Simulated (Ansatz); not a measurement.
**Be in the diamond structure (space group Fd-3m, No. 227; a hypothetical phase, not in the database extracts checked)**

```
CELL_PARAMETERS angstrom
      0.00000     2.43704     2.43704
      2.43704     0.00000     2.43704
      2.43704     2.43704     0.00000
ATOMIC_POSITIONS crystal
  Be 0.75000 0.75000 0.75000
  Be 0.50000 0.50000 0.50000
```

The values are results of PBEsol (Ansatz, a first-principles code), without spin-orbit coupling, not measurements. Settings: 16×16×16 k-points, 0.05 eV Fermi–Dirac smearing.

* **Volume per atom**: 14.47 Å³
* **Density**: 1.03 g/cm³
* **Band gap**: zero
* **Total energy**: -88.659 eV/atom (σ→0; compares only within this code and set-up)

Stability against distortions was not tested.
